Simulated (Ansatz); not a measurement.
Data:

```
CELL_PARAMETERS angstrom
      0.00000     2.50702     2.50702
      2.50702     0.00000     2.50702
      2.50702     2.50702     0.00000
ATOMIC_POSITIONS crystal
  As 0.75000 0.75000 0.75000
  Ga 0.00000 0.00000 0.00000
```

No spin polarisation.

Method: r2SCAN in Ansatz (plane waves to 500 eV, PAW, spin-orbit coupling left out). Settings: 10×10×10 k-points, 0.05 eV Fermi–Dirac smearing.

Question: Predict the smallest direct gap and band gap.

Answer: The smallest direct gap comes out as 3.94 eV and the band gap comes out as 0.85 eV.

Load acts through the strain it causes; cell and atoms are relaxed under it. Whether these cells are dynamically stable was not tested. Measured, GaAs leaves this structure (for a Cmcm phase) near 15 GPa (room temperature; as listed in arXiv:1906.07825). The cell was made from GaAs in the zinc blende structure (space group F-43m, No. 216) by this change: pressure 60 GPa.

Ansatz is a first-principles code.
